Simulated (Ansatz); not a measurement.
Amorphous cells of 8 compositions: the gap between the highest filled and lowest empty level at the zone centre, by PBE and by a single point of HSE06 on the same geometry (PBE, scalar-relativistic without spin-orbit coupling (plane waves to 420 eV, PAW; Ansatz, an electronic-structure program); exact exchange cut at the cells' faces). The networks come from melt-quench runs on the CHGNet potential at compositions and starting densities chosen by hand, with anions pushed apart in the CHGNet dynamics, and DFT then relaxed them. The cells are small and were quenched far faster than real films, so single cells scatter. Defect or tail levels can set these gaps. The rows are the first to finish with both values and no moments.

```
cell                        PBE gap x (eV)  HSE06 gap y (eV)
--------------------------  --------------  ----------------
A (Ti20O41Cu2, 3.74 g/cm3)            1.13              2.42
B (Ti20O41Ag2, 3.87 g/cm3)            2.34              3.88
C (Ti20O42Ge, 3.63 g/cm3)             2.47              3.92
D (Ti20O43Ga2, 3.52 g/cm3)            2.66              4.12
E (Ti20O41Be, 3.42 g/cm3)             2.67              4.19
F (Ti20O41Li2, 3.56 g/cm3)            2.69              4.26
G (Ti20O41Ba, 3.74 g/cm3)             2.70          withheld
H (Ti20O41Zn, 3.66 g/cm3)             2.72              4.29
```

Task: Fit a straight line through the 7 full rows and predict the withheld value for G (Ti20O41Ba, 3.74 g/cm3).

Result: Means: x = 2.383, y = 3.869. Slope = Σ(Δx Δy) / Σ(Δx²) = 2.243 / 1.946 = 1.15; the r.m.s. residual is 0.044. Prediction: 3.869 + 1.15 × (2.70 − 2.383) = 4.23. The run gave 4.21, 0.02 below the line.
